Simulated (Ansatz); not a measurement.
Base system: ZnS (space group P4_2/mnm, No. 136; a = 6.518 Å, c = 3.808 Å; a hypothetical phase, not in the database extracts checked).

Levels (all Ansatz, a program for electronic structure, PAW): PBEsol (420 eV, spin-orbit coupling left out); r2SCAN (500 eV, without spin-orbit coupling).

The geometry is relaxed with PBEsol.

| Property | Value |
|---|---|
| PBEsol pressure | 0.0 kbar |
| PBEsol band gap | 2.24 eV |
| PBEsol width of the top valence band | 1.52 eV |

Question: How does going to r2SCAN change the pressure, band gap and width of the top valence band?

Answer: The pressure goes from zero to 13.4 kbar; the band gap increases by 0.694 eV, from 2.24 eV to 2.94 eV; the width of the top valence band rises by 0.022 eV to 1.55 eV.

Single points use the geometry relaxed with PBEsol. Their cutoffs differ, which shifts pressures a little. Stability against distortions was not tested.
